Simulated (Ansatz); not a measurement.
Consider Tl in the hcp (Mg type) structure (space group P6_3/mmc, No. 194; a = 3.476 Å, c = 5.472 Å; relaxed with 0.1 eV smearing).

Level of theory: PBEsol in Ansatz (plane waves to 420 eV, PAW, no SOC).

Strains are applied to the cell and any free atomic positions relax.

One change was made to it. Results:

```csv
quantity,base,after
energy relative to the base (free energy F),0 meV/atom,+30 meV/atom
"pressure (mean of the normal stresses, compression positive)",0.0 GPa,4.2 GPa
```

Question: What was done to the base?
A. isotropic strain −0.50 %
B. isotropic strain −3.00 %
C. isotropic strain −1.50 %
D. isotropic strain +2.00 %
E. isotropic strain +3.00 %

Answer: B, isotropic strain −3.00 %. For comparison, the energy relative to the base in the other runs: isotropic strain −0.50 % gives +0.7 meV/atom; isotropic strain −1.50 % gives +7.0 meV/atom; isotropic strain +3.00 % gives +23 meV/atom; isotropic strain +2.00 % gives +11 meV/atom.

Stability against distortions was not tested.

Ansatz is a program for electronic structure.
